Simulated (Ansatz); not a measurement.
## (Ru,Mo): MoRu

A 16-atom cell of (Ru,Mo) started in the hexagonal close-packed structure, site fractions Ru 0.500, Mo 0.500, short-range order 0.00 in the first shell of the mixed sites (0 is random, a negative value favours unlike neighbours), space group P1 at the end.

These are r2SCAN (plane waves to 500 eV, PAW; Ansatz, a first-principles code) values and carry that method's errors. Spin–orbit coupling is left out; the runs are not spin-polarised. Its k-point mesh 6×6×6, Fermi–Dirac width 0.05 eV.

| Property | Value |
|---|---|
| volume per atom | 14.74 Å³ |
| Mo–Ru bonds | 2.837 Å on average, from 2.497 to 3.467 (60) |
| Mo–Mo bonds | 2.915 Å on average, from 2.585 to 3.478 (26) |
| Ru–Ru bonds | 2.844 Å on average, from 2.585 to 3.560 (24) |
| check of the structure type | not passed: over a tenth of the atoms count other neighbours than the ideal type within 1.2 times their shortest bond (scaled by covalent radii), so no mixing enthalpy is given |

```
CELL_PARAMETERS angstrom
     -0.54069    -5.16952    -4.26656
      0.53571     5.18159    -4.27997
      5.39994     0.63233     4.28033
ATOMIC_POSITIONS crystal
  Mo 0.50124 0.39164 0.15102
  Ru 0.15598 0.56018 0.94843
  Ru 0.65136 0.04762 0.96041
  Ru 0.24787 0.10762 0.61691
  Ru 0.39337 0.80081 0.43843
  Mo 0.91781 0.27934 0.46172
  Mo 0.99653 0.88736 0.12934
  Mo 0.75105 0.65331 0.64036
  Mo 0.62445 0.24220 0.60766
  Mo 0.20766 0.32784 0.30223
  Ru 0.72287 0.83267 0.29036
  Ru 0.38432 0.00102 0.14201
  Ru 0.47408 0.56881 0.80050
  Ru 0.98568 0.08712 0.80496
  Mo 0.12295 0.73031 0.60952
  Mo 0.86277 0.48214 0.09615
```
